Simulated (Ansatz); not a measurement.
CaSnS3: pressure series

The reference is CaSnS3 (space group R-3, No. 148; a = 6.656 Å, c = 18.409 Å (hexagonal axes); a cell from a computed database, its experimental status unchecked).

Cell and atoms are relaxed at each pressure.

The values are results of PBEsol in Ansatz (plane waves to 420 eV, PAW, without spin-orbit coupling), not measurements.

```tsv
P (GPa)	V (Å³/atom)
-2.00	24.397
-0.99	23.946
0.29	23.427
0.69	23.277
1.50	22.988
3.00	22.492
5.00	21.895
7.51	21.218
10.00	20.587
```

### Question
Fit a third-order Birch–Murnaghan equation of state.

### Answer
Least squares on P(V) = (3B₀/2)[(V₀/V)^(7/3) − (V₀/V)^(5/3)]·[1 + (3/4)(B₀′ − 4)((V₀/V)^(2/3) − 1)] gives V₀ = 23.55 Å³/atom, B₀ = 61 GPa and B₀′ = 3.1.

Load acts through the strain it causes; cell and atoms are relaxed under it. No phonon test of stability was made. Competing high-pressure phases were not computed.

Ansatz is a program for electronic structure.
